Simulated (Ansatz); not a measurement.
# What holes 5.0×10^20 cm⁻³ does to SiC

Start from SiC in the zinc blende structure (space group F-43m, No. 216; a = 4.356 Å).

The change: hole doping at 5.0×10^20 cm⁻³ (0.0103 per cell), with a uniform compensating background at fixed cell and a 300 K Fermi–Dirac width.

Calculations: Ansatz (a program for electronic structure) r2SCAN, no spin-orbit coupling. Settings: 30×30×30 k-points, 0.0259 eV Fermi–Dirac smearing.

| quantity | base | changed | shift |
|---|---|---|---|
| gap between the host's bands | 1.71 eV | 1.73 eV | +0.013 eV |
| gap character | indirect, Γ → X | indirect, Γ → X | – |
| Fermi level relative to the doped band's edge (positive inside the band; to 0.05 eV) | – | +0.05 eV | – |

Final structure:

```yaml
crystal:
  lattice:
    - [0.00000, 2.17816, 2.17816]
    - [2.17816, 0.00000, 2.17816]
    - [2.17816, 2.17816, 0.00000]
  atoms:
    - { symbol: C, position: [0.25000, 0.25000, 0.25000] }
    - { symbol: Si, position: [0.00000, 0.00000, 0.00000] }
```
Cell charge +0.010334.

Cost of the whole job for the changed cell (relaxation, final SCF and bands): roughly 40 core-seconds.

Charged cell with a jellium background: band edges are those of the host's band count, energies are not comparable with the neutral cell, and many-body gap narrowing is missing. No phonon test of stability was made.
